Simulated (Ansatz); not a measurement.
**Hypothetical zinc blende SnSe: pressure −1 GPa**

Consider SnSe in the zinc blende structure (space group F-43m, No. 216; a = 6.657 Å; a hypothetical phase, not in the database extracts checked).

Modification: a negative pressure, −1 GPa.

All numbers come from PBEsol/PAW in Ansatz (a quantum-chemistry and plane-wave program), spin-orbit coupling left out. Γ-centred 12×12×12 mesh, Fermi–Dirac width 0.05 eV.

```csv
quantity,base,changed,shift
density,4.45 g/cm³,4.31 g/cm³,-0.14 g/cm³
shortest interatomic distance,2.882 Å,2.914 Å,+0.032 Å
enthalpy H = E + PV relative to the base's energy,–,-0.23 eV/atom,–
band gap,zero,zero,–
```

Cost of the whole job for the changed cell (relaxation, final SCF and bands): around 40 core-seconds (rough).

Load acts through the strain it causes; cell and atoms are relaxed under it. No phonon test of stability was made. The final runs are not spin-polarised. A zero or small gap of SnSe can be the functional's error rather than a property of the material.
